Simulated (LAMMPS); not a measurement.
MD of CdTe (zinc blende) at zero pressure, 216 atoms, as a crystal; each row is its own run.

Computed with classical MD, pair style bop, file CdZnTe_v2.bop.table; code LAMMPS.

```csv
T (K),enthalpy (eV/atom)
200,-2.0969
300,-2.0711
610,-1.9898
810,-1.9372
1220,-1.8238
1420,-1.7670
1620,-1.7078
```

**Question.** Fit a straight line, y = a + b x, to these rows (x is the first column, y the second) and predict the run at x = 1010.

**Answer.** Least squares gives a = -2.1545 and b = 0.0002731. At x = 1010 the fit predicts -1.8786 eV/atom. The run itself gave -1.883 ± 0.001 eV/atom, so the fit is 4.3 meV/atom high.

Caution (rows 610; 810; 1010; 1220; 1420; 1620): a run this short can hold a crystal over, or a liquid under, the potential's own melting point, which these runs don't give.
